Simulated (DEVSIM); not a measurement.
Structure: abrupt GaAs n-p junction, at 300 K.

| layer (left to right) | material | thickness (μm) | Nd (cm⁻³) | Na (cm⁻³) | τn (s) | τp (s) |
|---|---|---|---|---|---|---|
| 1 | GaAs | 0.150 | 7.4e16 | - | 1.3e-9 | 1.3e-9 |
| 2 | GaAs | 0.900 | - | 2.6e15 | 1.3e-9 | 1.3e-9 |

Left contact: ohmic. Right contact: ohmic. Voltage is applied to the left contact. Recombination: SRH at mid-gap, radiative, Auger. Mobility is constant in doping.

Constants are typed, rounded textbook-type inputs, not results; the design itself was drawn at random and stands for no fabricated device. Values at 300 K.

```tsv
parameter	GaAs
gap (eV)	1.424
affinity (eV)	4.07
permittivity	12.9
Nc (cm⁻³)	4.7e17
Nv (cm⁻³)	9e18
μn (cm²/Vs)	8500
μp (cm²/Vs)	400
B (cm³/s)	2e-10
Cn (cm⁶/s)	1e-30
Cp (cm⁶/s)	1e-30
```

Simulated with DEVSIM: 1D drift-diffusion, Boltzmann statistics, complete ionisation; no tunnelling, impact ionisation, image-force lowering or self-heating.

Tabulate band edges, carrier densities and field at -1.05 V on the left contact.

Energies count from the Fermi level of the right contact; mesh points crowd at the junctions.

```tsv
x (μm)	Ec (eV)	Ev (eV)	n (cm⁻³)	p (cm⁻³)	field (V/cm)
0.000	1.098	-0.326	7.4e16	< 1e2	≈ 0
0.01135	1.098	-0.326	7.4e16	2.1e12	≈ 0
0.02800	1.098	-0.326	7.4e16	5.2e12	≈ 0
0.04817	1.098	-0.326	7.4e16	8.9e12	30
0.08092	1.098	-0.326	7.3e16	1.5e13	260
0.1083	1.100	-0.324	6.8e16	2.2e13	1500
0.1269	1.105	-0.319	5.6e16	3.0e13	4500
0.1457	1.120	-0.304	3.1e16	5.8e13	12000
0.1554	1.133	-0.291	1.9e16	1.0e14	13000
0.1699	1.150	-0.274	9.9e15	1.9e14	9800
0.1913	1.167	-0.257	5.0e15	3.9e14	7100
0.2391	1.192	-0.232	1.9e15	1.0e15	3800
0.2930	1.207	-0.217	1.0e15	1.8e15	1800
0.3821	1.216	-0.208	6.4e14	2.7e15	500
0.5499	1.218	-0.205	4.3e14	3.0e15	-37
0.7263	1.217	-0.207	2.8e14	2.9e15	-100
0.8381	1.216	-0.208	1.9e14	2.8e15	-110
0.9141	1.215	-0.209	1.2e14	2.7e15	-120
0.9814	1.214	-0.210	6.3e13	2.7e15	-120
1.012	1.214	-0.210	3.6e13	2.6e15	-130
1.032	1.214	-0.210	1.7e13	2.6e15	-130
1.050	1.213	-0.211	< 1e2	2.6e15	-130
```
